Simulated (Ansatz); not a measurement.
Input:

End structure of a 2x2 cell of the 1x1 (110) surface of bcc Ta, relaxed from a rattled start:

```xyz
16
Lattice="5.7487 0.0000 0.0000 -1.9162 5.4200 0.0000 0.0000 0.0000 26.5000" Properties=species:S:1:pos:R:3 pbc="T T T"
Ta     0.9581     1.3550     9.8356
Ta     0.0000     4.0650     9.8356
Ta     3.8325     1.3550     9.8356
Ta     2.8744     4.0650     9.8356
Ta     0.0000     0.0000    12.0695
Ta    -0.9581     2.7100    12.0695
Ta     2.8744     0.0000    12.0695
Ta     1.9162     2.7100    12.0695
Ta     0.9588     1.3540    14.4307
Ta     0.0007     4.0639    14.4306
Ta     3.8332     1.3539    14.4306
Ta     2.8751     4.0641    14.4306
Ta     0.0012    -0.0018    16.6649
Ta    -0.9568     2.7082    16.6644
Ta     2.8756    -0.0016    16.6647
Ta     1.9174     2.7086    16.6648
```

Slab: 16 atoms, 6.8 Å thick at the start (thin: gaps and levels are the slab's own); k 5x5x1, smearing 0.1 eV, dipole-corrected; 8 atoms held, the rest relaxed; no spin, no spin-orbit, no U.

Q: Give the work function of the top face at the level Ansatz (a quantum-chemistry and plane-wave program) with PBE.

A: 4.77 eV
